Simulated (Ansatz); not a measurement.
## Effect of K → Li on hypothetical zinc blende KF

The parent structure is KF in the zinc blende structure (space group F-43m, No. 216; a = 5.8464 Å; a hypothetical phase, not in the database extracts checked).

Perturbation: full substitution K → Li; the structure is relaxed again.

The values are results of PBEsol (Ansatz, a quantum-chemistry and plane-wave program, PAW, without spin-orbit coupling), not measurements. Settings: 13×13×13 k-points, 0.05 eV Fermi–Dirac smearing, for the changed cell.

```json
{
  "volume_per_atom": "10.02 Å³ (base 24.98 Å³)",
  "density": "2.15 g/cm³ (base 1.93 g/cm³)",
  "lattice_parameter_a": "4.311 Å (base 5.846 Å)",
  "space_group": "F-43m (No. 216) (base F-43m (No. 216))",
  "shortest_interatomic_distance": "1.867 Å (base 2.532 Å)",
  "band_gap": "7.67 eV (base 5.26 eV)",
  "gap_character": "direct at Γ (base indirect, X → Γ)",
  "width_of_the_top_valence_band": "0.80 eV (base 0.23 eV)",
  "electron_mass": "0.83 mₑ (at Γ) (base 0.62 mₑ (at Γ))"
}
```

Final structure:

```xyz
2
Lattice="0.0000 2.1557 2.1557 2.1557 0.0000 2.1557 2.1557 2.1557 0.0000" Properties=species:S:1:pos:R:3 pbc="T T T"
F      1.0778     1.0778     1.0778
Li     0.0000     0.0000     0.0000
```

Effective masses come from finite differences of ±0.01 Å⁻¹. Whether these cells are dynamically stable was not tested. As relaxed here, LiF is a hypothetical phase, not in the database extracts checked.
